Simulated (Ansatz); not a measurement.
The parent structure is ZrSi2 (space group Cmcm, No. 63; a = 3.7044 Å, b = 14.7922 Å, c = 3.6789 Å).

All numbers come from DFT with PBE, PAW potentials and a 420 eV plane-wave cutoff in Ansatz (a first-principles code), no SOC.

Before the change:

| Item | Value |
|---|---|
| Volume per atom | 16.80 Å³ |
| Band gap | zero |

Perturbation: Ti takes the place of Zr on all its sites; the structure is relaxed again.

Q: Predict the new volume per atom and band gap.

A: The volume per atom falls by 2.45 Å³ (16.80 Å³ → 14.35 Å³); the band gap remains zero.

Whether these cells are dynamically stable was not tested. All final runs are without spin polarisation.
